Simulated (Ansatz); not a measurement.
Consider Al in the fcc (Cu type) structure (space group Fm-3m, No. 225; a = 4.040 Å).

Level of theory: DFT with PBE, PAW potentials and a 420 eV plane-wave cutoff in Ansatz (a quantum-chemistry and plane-wave program), spin-orbit coupling left out.

For the base:

| Quantity | Value |
|---|---|
| Shortest interatomic distance | 2.857 Å |

It is then changed as follows: a hydrostatic pressure of 2.1 GPa.

Task: What happens to the shortest interatomic distance?

Result: The shortest interatomic distance shrinks by 0.024 Å (2.857 Å → 2.833 Å).

Load acts through the strain it causes; cell and atoms are relaxed under it. Whether these cells are dynamically stable was not tested.
